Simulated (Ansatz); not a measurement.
A self-consistent single point of AlAu₂ (P1, 3 atoms in the cell) with Ansatz (a first-principles code).

Level of theory: LDA (PW92), PAW files made with PBE (plane waves; Ansatz).

The change in words: lattice scaled by 0.98. Reference geometry:
```
CELL_PARAMETERS angstrom
     -1.67152     1.67152     4.39907
      1.67152    -1.67152     4.39907
      1.67152     1.67152    -4.39907
ATOMIC_POSITIONS crystal
  Al 0.01331 0.00681 0.01482
  Au 0.66123 0.67539 0.02523
  Au 0.32546 0.31779 0.95994
```

Reference input (self-consistent single point, DFT, LDA (PW92), plane waves, PAW files made with PBE): basis.ecutwfc = 420 eV; kpoints.mp_grid.grid = 6 6 8; hamiltonian.xc = lda; hamiltonian.pseudopotentials = {kind: paw} (an earlier, softer set of the program's PAW files); scf.occupations.method = gaussian; scf.occupations.width = 0.1 eV. This run's input differs from it in these lines:

```diff
@@ -2,5 +2,5 @@
   lattice:
-    - [-1.671515, 1.671515, 4.399075]
-    - [1.671515, -1.671515, 4.399075]
-    - [1.671515, 1.671515, -4.399075]
+    - [-1.638085, 1.638085, 4.311094]
+    - [1.638085, -1.638085, 4.311094]
+    - [1.638085, 1.638085, -4.311094]
   atoms:
```

The program printed (abridged):

```
SCF iter   1: F=—  HF=-26248.809235 eV  |F-HF|=—  |Δ(HF+E_count)|=         —  Δρ=1.09e-1  dr2=7.70e0  ethr=3.10e-3  ⟨swp⟩=4.5  Hψ=13962  notcnv=0
all-band conjugate gradients solve this SCF's bands
preconditioner: auto → Kerker (q_TF=auto, 2.674 Å⁻¹)
SCF iter   2: F=—  HF=-26247.038477 eV  |F-HF|=—  |Δ(HF+E_count)|=    1.77e0  Δρ=4.04e-2  dr2=1.05e0  ethr=3.10e-3  ⟨swp⟩=2.3  Hψ=7255  notcnv=0  defer=54
   [... lines left out ...]
SCF iter   5: F=—  HF=-26246.740656 eV  |F-HF|=—  |Δ(HF+E_count)|=   6.71e-4  Δρ=6.11e-4  dr2=2.59e-4  ethr=5.22e-6  ⟨swp⟩=2.0  Hψ=5441  notcnv=0  defer=54
SCF iter   6: F=—  HF=-26246.740594 eV  |F-HF|=—  |Δ(HF+E_count)|=   6.21e-5  Δρ=9.16e-5  dr2=4.13e-6  ethr=6.32e-7  ⟨swp⟩=2.0  Hψ=5342  notcnv=0  defer=54
SCF iter   7: F=—  HF=-26246.740589 eV  |F-HF|=—  |Δ(HF+E_count)|=   4.65e-6  Δρ=2.85e-5  dr2=3.94e-7  ethr=1.01e-8  ⟨swp⟩=2.0  Hψ=5606  notcnv=0  defer=54
SCF iter   8: F=-26246.740589 eV  HF=-26246.740589 eV  |F-HF|=3.40e-8  |Δ(HF+E_count)|=   8.65e-8  Δρ=9.56e-6  dr2=4.59e-8  ethr=2.44e-10  ⟨swp⟩=6.9  Hψ=15588  notcnv=0
SCF 1 converged in 8 iterations: F = -26246.740589 eV  dr2 = 4.59e-8
Free energy (F): -26246.740589 eV
Internal energy: -26246.738776 eV  (E = F + TS)
E sigma→0 (E₀):  -26246.739683 eV
Entropy (-TS):   -0.001813 eV (-0.604 meV/atom)
Fermi energy:    18.563687 eV
--- Forces (eV/Å), atoms counted from 1 ---
  atom   1  Al    -0.06355281    -0.22108619    -0.09212623
  atom   2  Au    -0.51472556    -0.17346397    -0.10318414
  atom   3  Au     0.57828960     0.39455548     0.19527226
--- Stress (GPa, compression-positive) ---
        4.718726       0.474091       2.024147
        0.474091       5.245670       1.175735
        2.024147       1.175735       4.680200
  P = ⅓ Tr σ = 4.8815 GPa (48.815 kbar)
  The stress holds the Pulay correction. Without it, at fixed plane waves, as pw.x and ABINIT print it: P = 4.8380 GPa
```

The run converged in 8 iterations. Against the reference run the free energy goes down by 2.7 meV/atom, the pressure goes from -5.15 to 4.88 GPa and the largest force goes from 0.526 to 0.727 eV/Å.

The starting cell comes from a database of computed structures (which also holds hypothetical and non-ambient phases and stackings), without a prior relaxation at this level. Its atoms were displaced at random from the sites of space group no. 139. For this run, on top of that: lattice scaled by 0.98. With a pressure of about 5 GPa the cell is away from its equilibrium volume at this level. Ansatz's pressure includes its estimate of the finite-basis (Pulay) stress.

Keys are those of Ansatz 0.2.
